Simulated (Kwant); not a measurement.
Model system: wire with one Gaussian impurity in a CdTe two-dimensional gas. Effective mass 0.096 mₑ, grid spacing 10 nm, hard walls, nominal width 300 nm (29 grid rows, so walls 300 nm apart), one parabolic valley, scattering region 900 nm long along x; energies count from the band bottom; Fermi energy swept from 3.4818e-05 to 0.00073987 eV. Impurity U exp(−r²/2σ²), U = -0.00096 eV, σ = 13 nm, 60 nm off the axis.

The device is made up for the run: typed textbook-type constants, with dimensions and the other settings drawn at random.

Kwant, effective-mass tight-binding model on a square grid, one spin, coherent transport at 0 K. Conductance is in e²/h.

Task: How many channels do the leads carry at E = 0.266, 0.532, 0.740 meV?

Result: The hard-wall thresholds are n² ħ²π²/(2mW²) = n² × 0.0435 meV with W = 300 nm. √(0.266/0.0435) = 2.47, so 2. √(0.532/0.0435) = 3.50, so 3. √(0.740/0.0435) = 4.12, so 4.
